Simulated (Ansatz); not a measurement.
## GePd (model structure, started from the CoSn type, P6/mmm, No. 191, 6 atoms in the cell): properties by level of theory

| level (code) | equilibrium lattice constant a (Å) | lattice parameter c (Å) | cohesive energy (eV/atom) |
|---|---|---|---|
| PBE (Ansatz) | 5.608 | 4.020 | ___ |
| PBE-D3(BJ) (Ansatz) | 5.533 | ___ | 4.37 |
| r²SCAN (Ansatz) | 5.546 | 3.988 | ___ |

Some entries are withheld; supply them.


- PBE (Ansatz, a first-principles code), cohesive energy (eV/atom): 3.92
- PBE-D3(BJ) (Ansatz), lattice parameter c (Å): 3.983
- r²SCAN (Ansatz), cohesive energy (eV/atom): 4.13

Caveats: a distance lies near a switch of the dispersion term, which can move the cell (PBE-D3(BJ)). Ansatz's density-functional and Hartree–Fock values are scalar-relativistic unless marked +SOC, with PAW data made under PBE.

The crystal itself was run without spin with PBE, PBE-D3(BJ), r²SCAN; a magnetic state was not tried in these runs.

Free atoms are spin-polarised, in the lowest state found; at levels without +SOC their spin–orbit coupling is left out.

Computed values are for the static lattice.

A model structure was made by putting elements into a prototype or built by hand; it is no filed structure, need not be a known phase, and can be a saddle point held by its symmetry.
